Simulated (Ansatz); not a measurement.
Gap of a one-dimensional BeTe body, 8 atoms a period at several levels, all on one geometry.

```xyz
8
Lattice="14.0000 0.0000 0.0000 0.0000 14.0000 0.0000 0.0000 0.0000 4.3875" Properties=species:S:1:pos:R:3 pbc="T T T"
Be     6.1609     6.1609     0.0000
Te     5.3897     5.3897     2.1937
Te     5.3897     8.6103     0.0000
Be     6.1609     7.8391     2.1937
Te     8.6103     5.3897     0.0000
Be     7.8391     6.1609     2.1937
Be     7.8391     7.8391     0.0000
Te     8.6103     8.6103     2.1937
```

Levels: PBE (plane waves to 420 eV, PAW; Ansatz, an electronic-structure program); Ansatz with PBE with spin-orbit coupling; r2SCAN (plane waves to 500 eV, PAW; Ansatz); HSE06 (Ansatz). Unmarked values and the geometry are of the first. Mesh 1×1×60. No spin polarisation. Isolated but for its images some 11 Å away. A hypothetical model. Only distortions within the start's symmetry and period were free. Values not marked SOC lack spin–orbit coupling. HSE06 ran on a 1×1×4 mesh and at PBE's edge points.

| level | gap (eV) |
|---|---|
| PBE | 0.98 |
| PBE+SOC | 1.00 |
| r2SCAN | ___ |
| HSE06 | 1.71 |

### Question
Fill in the missing entries.

### Answer

- r2SCAN, gap (eV): 1.30
